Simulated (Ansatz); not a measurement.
# SiH3 on the (100) surface of germanium (p(2x2) alternately buckled dimers; a constructed slab, bottom: dihydride, held), one in a cell of 66 Å², started at the site 'hollow Ge-Ge-Ge over Ge at depth 3.0 Å'

These are r2SCAN, at the PBE geometry and the start's symmetry (plane waves to 500 eV, PAW; Ansatz, a quantum-chemistry and plane-wave program) values and carry that method's errors.

Set-up: 44 atoms, 11.3 Å thick at the start with caps and adatoms under the adsorbate (thin: gaps and levels are the slab's own); mesh 3x3x1; 0.01 eV smearing; dipole correction on; single point; no symmetry held, on the structure that PBE left; spin-polarised, ending with about 0.5 μB a cell, a value that depends on the mesh; orders that need a larger cell were not tried, no spin-orbit, no U, no dispersion correction. The slab shows no gap over 0.04 eV on its mesh. The program's check for a lower electronic state was not made. At the end it is bonded to Ge. In PBE it is, or lies within 0.03 eV of, the lowest of the starts that converged; the order may differ at this level.

```
Quantity                                                                                                                                                           Value
--------------------------------------------------------------------------------------  --------------------------------------------------------------------------------
adsorption energy against SiH4(g) − ½ H2(g) at the same level                                                                                                   -0.44 eV
work function of the top face                                                                                                                                    5.09 eV
change of the step from the bottom to the top vacuum level, against the clean slab                                                                               0.35 eV
height of the binding atom over the mean of the host atoms within 0.3 Å of the top one                                                                           1.661 Å
nearest host atoms of the binding atom                                                                                          Ge at 2.41 Å, Ge at 3.99 Å, Ge at 4.00 Å
caution                                                                                 the clean host was not checked against rearrangement in a larger or rattled cell
note                                                                                                     in the relaxation the adsorbate left its starting site by 2.3 Å
cost                                                                                                                              about 22 core-minutes (a rough figure)
```

A negative adsorption energy means that the adsorbate is more stable on the surface than in its reference.
